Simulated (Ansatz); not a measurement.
Band-edge transport in semiconductors and insulators: PbI₂ (P-3m1) under several functionals (Ansatz, a program for electronic structure, with spin-orbit coupling). The PBE cell:

```cif
data_I2Pb
_chemical_formula_sum 'Pb1 I2'
_space_group_name_H-M_alt 'P 1'
_space_group_IT_number 1
_cell_length_a 4.55851
_cell_length_b 4.55851
_cell_length_c 6.97279
_cell_angle_alpha 90.000
_cell_angle_beta 90.000
_cell_angle_gamma 120.000
loop_
_space_group_symop_operation_xyz
  'x, y, z'
loop_
_atom_site_label
_atom_site_type_symbol
_atom_site_fract_x
_atom_site_fract_y
_atom_site_fract_z
_atom_site_occupancy
Pb1 Pb 0.00000 0.00000 0.00000 1
I1 I 0.66667 0.33333 0.72905 1
I2 I 0.33333 0.66667 0.27095 1
```

| Functional | cell relaxed with | volume (Å³/atom) | band gap | electron conductivity mass | hole conductivity mass | Seebeck coefficient, n-type 1e19 cm⁻³ |
|---|---|---|---|---|---|---|
| PBE | PBE+d3bj | 41.83 | 1.38 eV | 0.34 mₑ | 0.64 mₑ | -193 μV/K |
| PBEsol | PBEsol+d3bj | 38.34 | 1.14 eV | 0.26 mₑ | 0.37 mₑ | -163 μV/K |

For the band gap, PBE gives 1.38 eV and PBEsol 1.14 eV: PBE lies 21 % above.

The PBE and PBEsol rows stand on cells whose volumes differ by 9.1 %, so the difference holds the effect of the cell as well as that of the functional.

Masses are for dilute carriers at 300 K, harmonic means over directions unless an axis is named. Seebeck coefficients are for the stated density at 300 K, with one relaxation time for all states and whether or not that doping can be reached.

PBEsol with a dispersion correction tends to overbind, so the cell can be several per cent short, in bad cases over ten, which usually narrows a gap: PbI2 (P-3m1).
